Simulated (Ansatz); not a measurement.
Cells marked so need not be the phases stable at ambient conditions, and some may be hypothetical.

No gap correction and no spin-orbit coupling; mid-gap values are interpolated between computed energies.

A. KTcO4 (I4_1/a, not sure to be the ambient phase, 12 atoms a cell, 16.7 Å³ an atom), along the normal of (110)
B. Cs₂NaGaF₆ (R-3m, not sure to be the ambient phase, 20 atoms a cell, 17.9 Å³ an atom, -3 GPa at this level), along the normal of (001)
C. TlCl2 (I4_1/a, not sure to be the ambient phase, 12 atoms a cell, 32.0 Å³ an atom), along the normal of (001)
D. KAgF₄ (I4/mcm, not sure to be the ambient phase, 12 atoms a cell, 16.3 Å³ an atom), along the normal of (100)
E. Rb$_{2}$O (R-3m, not sure to be the ambient phase, 3 atoms a cell, 32.1 Å³ an atom), along the normal of (001)

Problem. Rank these by mid-gap decay constant of the slowest evanescent state (highest first), as PBEsol in Ansatz (a program for electronic structure) gives it.

Solution. D (0.60 1/Å), A (0.53 1/Å), B (0.46 1/Å), C (0.35 1/Å), E (0.14 1/Å)
